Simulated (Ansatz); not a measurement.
TaC in the rock salt structure (space group Fm-3m, No. 225)

```yaml
crystal:
  lattice:
    - [0.00000, 2.22001, 2.22001]
    - [2.22001, 0.00000, 2.22001]
    - [2.22001, 2.22001, 0.00000]
  atoms:
    - { symbol: C, position: [0.00000, 0.00000, 0.00000] }
    - { symbol: Ta, position: [0.50000, 0.50000, 0.50000] }
```

Level of theory: PBEsol (Ansatz, a first-principles code, PAW, no spin-orbit coupling), earlier PAW set. Settings: 18×18×18 k-points, 0.05 eV Fermi–Dirac smearing.

The volume per atom is 10.94 Å³, the density is 14.64 g/cm³ and the band gap is zero. The total energy is -5027.727 eV/atom (σ→0; compares only within this code and set-up).

Whether these cells are dynamically stable was not tested. The final runs are not spin-polarised. An odd electron count without spin: TaC.
